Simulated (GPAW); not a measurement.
## A worked fit of the energy of slabs against their depth, with one run withheld: the (001) slab of Ti (cut from a parent of space group no. 194; 4 atoms in the cell)

```
CELL_PARAMETERS angstrom
      2.93525     0.00000     0.00000
     -1.46762     2.54200     0.00000
      0.00000     0.00000    20.98479
ATOMIC_POSITIONS crystal
  Ti 0.66667 0.33333 0.44452
  Ti 0.33333 0.66667 0.33358
  Ti 0.66667 0.33333 0.66643
  Ti 0.33333 0.66667 0.55548
```
(The smallest cell of the table.)

Level of theory: LDA (Perdew-Wang 92), GPAW PAW datasets LDA (gpaw-data 1.0.1) (plane waves; GPAW).

Base settings: mode = pw; ecut = 800 eV; xc = LDA; kpts = 6 6 1; mesh shift (steps) = 0 0 0; occupations.name = fermi-dirac; occupations.width = 0.1 eV; nbands = -12; convergence.density = 1e-05 e/electron; convergence.energy = 1e-05 eV/electron.

The starting cell has typed, rounded lattice constants, without a prior relaxation at this level. The slab is cut from that crystal, and its faces are unrelaxed. Its lattice was rescaled by up to half a per cent. Spin polarisation is off. Without a gap this mesh is coarse (it stands for a supercell whose shortest in-plane vector is 18 Å).

Deep slabs follow E = 2Aγ + N·e, so a straight line through E against N gives the surface energy without a separate bulk run; a round N·e is taken off to keep the numbers short. The area A is 7.461 Å².

```
atoms N  E − N·(-7.301 eV) (eV)
-------  ----------------------
4                        1.4380
6                        1.0792
8                        0.7201
10                            ?
12                       0.0033
```

Fit the line to the 4 rows given and predict the withheld one.

Means: x̄ = 7.5000, ȳ = 0.81015. Σ(x − x̄)(y − ȳ) = -6.277 and Σ(x − x̄)² = 35.00, so b = -0.1793 and a = ȳ − b·x̄ = 2.1549; γ = a/2A = 2.314 J/m² (unrelaxed) and e = -7.4803 eV per atom. The largest residual of the fitted rows is 0.00040. At x = 10 the line gives 0.3619 eV. The run gave 0.3621 eV, a miss of 0.0002 eV. The table is a window of a longer ladder. The rows were chosen because the form fits them, the withheld one included, so this shows the method and is no test of the form.

Left out of this page: 1 run of the series outside the window shown, repeating another row's setting, or not comparable.
